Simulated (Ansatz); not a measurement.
CsCl-type KBr (model structure), treated with PBE0 (Ansatz, a program for electronic structure, PAW).

Run with plane-wave cutoff 500 eV, 6×6×6 k mesh, gaussian smearing 0.02 eV, scalar-relativistic PAW data made under PBE.

Cell (relaxed with r²SCAN):

```yaml
crystal:
  lattice:
    - [3.97565, 0.00000, 0.00000]
    - [0.00000, 3.97565, 0.00000]
    - [0.00000, 0.00000, 3.97565]
  atoms:
    - { symbol: K, position: [0.00000, 0.00000, 0.00000] }
    - { symbol: Br, position: [0.50000, 0.50000, 0.50000] }
```

### Question
Predict the band gap.

### Answer

- band gap: 5.89 eV (on the SCF k mesh)

Note: the relaxation could raise the start's symmetry but not lower it, so the cell can be a saddle point; cell and atoms aren't relaxed at this level (pressure 0.4 GPa).

Spin–orbit coupling is not included.

Computed values are for the static lattice.

A model structure was made by putting elements into a prototype or built by hand; it is no filed structure, need not be a known phase, and can be a saddle point held by its symmetry.
